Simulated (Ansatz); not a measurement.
For Ni$_{2}$P (P-62m), PBEsol, DFPT electron-phonon coupling, linearised Boltzmann equation (Ansatz, a first-principles code) gives a transport coupling λ_tr = 0.490 and a Drude plasma energy ħω_p = 3.76 eV along z (a = (5.80, 0.00, 0.00) Å; b = (-2.90, 5.02, 0.00) Å; c = (0.00, 0.00, 3.32) Å).

Estimate the resistivity at 300 K from the high-temperature formula ρ = 2π λ_tr k_B T / (ħ ε₀ ω_p²), and say how the full Boltzmann solution compares.

The scattering rate is 1/τ = 2π λ_tr k_B T/ħ = 1.21e14 s⁻¹ and ω_p = 5.71e15 s⁻¹, so ρ ≈ 41.9 μΩ·cm. The Boltzmann solution gives 38.8 μΩ·cm, 0.93 times the estimate.

A metal at this level (no band gap). Only scattering by harmonic phonons is included (no impurities, grain boundaries, electron-electron scattering or thermal expansion). Spin-orbit coupling is left out. Halving the electron mesh (16x16x24) moves the resistivity by up to 2 % at 300 K, the coupling by up to 1 %. Smearing 0.20 eV; phonons on a 3x3x4 q mesh, which this run doesn't test.

Formula and space group known from diffraction (Crystallography Open Database), not checked to be the room-temperature form: Ni2P (P-62m). Treated as nonmagnetic (a ferromagnetic start lost its moment, other orders weren't tried): Ni2P (P-62m).
